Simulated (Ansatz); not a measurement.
Start from Ge in the diamond structure (space group Fd-3m, No. 227).

```xyz
2
Lattice="0.0000 2.8381 2.8381 2.8381 0.0000 2.8381 2.8381 2.8381 0.0000" Properties=species:S:1:pos:R:3 pbc="T T T"
Ge     2.8381     2.8381     2.8381
Ge     4.2571     4.2571     4.2571
```

Cartesian axes are those of the cell as printed.

Method: plane-wave PAW DFT at the PBEsol level (Ansatz, a program for electronic structure, 420 eV), no SOC, earlier PAW set.

Strains are applied to the cell and any free atomic positions relax; under biaxial strain the out-of-plane vector relaxes too.

One change was made to it. Results:

The pressure (mean of the normal stresses, compression positive) goes from zero to 0.6 GPa; the energy increases by 0.7 meV/atom; the volume per atom drops by 0.20 Å³, from 22.86 Å³ to 22.66 Å³.

Which of these changes matches the shifts?
A) biaxial strain +2.21 %, plane normal [111], relaxed out of plane
B) biaxial strain −0.55 %, plane normal [111], relaxed out of plane
C) uniaxial strain ε_xx = +4.94 %
D) uniaxial strain ε_xx = +1.88 %
E) isotropic strain −4.81 %

B, biaxial strain −0.55 %, plane normal [111], relaxed out of plane. For comparison, the energy relative to the base in the other runs: uniaxial strain ε_xx = +1.88 % gives +2.8 meV/atom; uniaxial strain ε_xx = +4.94 % gives +19 meV/atom; isotropic strain −4.81 % gives +120 meV/atom; biaxial strain +2.21 %, plane normal [111], relaxed out of plane gives +10 meV/atom.

Stability against distortions was not tested.
